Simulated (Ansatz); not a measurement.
The starting structures come from a database of crystals and need not be the phases stable at ambient conditions.

 Where the default PAW files enter, the runs use the earlier of Ansatz's two default sets.

## Evanescent states of Sr₂H₆Ru (Fm-3m, not sure to be the ambient phase, 9 atoms a cell, 12.2 Å³ an atom, -2 GPa at this level) along the normal of (110)

Computed with PBEsol (plane waves, PAW; Ansatz, a first-principles code).

No gap correction and no spin-orbit coupling; mid-gap values are interpolated between computed energies.

Energies count from the valence-band top; κ is the least over a 6×4 mesh across the current.

```tsv
E (eV)	κ (1/Å)	where
0.06	0.201	Γ
0.17	0.364	Γ
0.28	0.402	Γ
0.39	0.392	Γ
0.49	0.383	Γ
0.60	0.375	Γ
0.71	0.367	Γ
0.82	0.359	Γ
0.94	0.351	Γ
1.04	0.342	Γ
1.16	0.332	Γ
1.26	0.320	Γ
1.38	0.307	Γ
1.49	0.292	Γ
1.59	0.274	Γ
1.71	0.252	off Γ
1.81	0.219	off Γ
1.93	0.177	off Γ
2.04	0.117	off Γ
```

**Question.** How thick must the barrier be to attenuate the transmission by 10^8 when the electrodes' Fermi level lies at 0.17 eV, and what attenuation does that film give at 1.16 eV?

**Answer.** d = 8 ln 10 / (2 × 0.364) = 25.3 Å. At 1.16 eV it gives 8 × 0.332/0.364 = 7.3 decades.
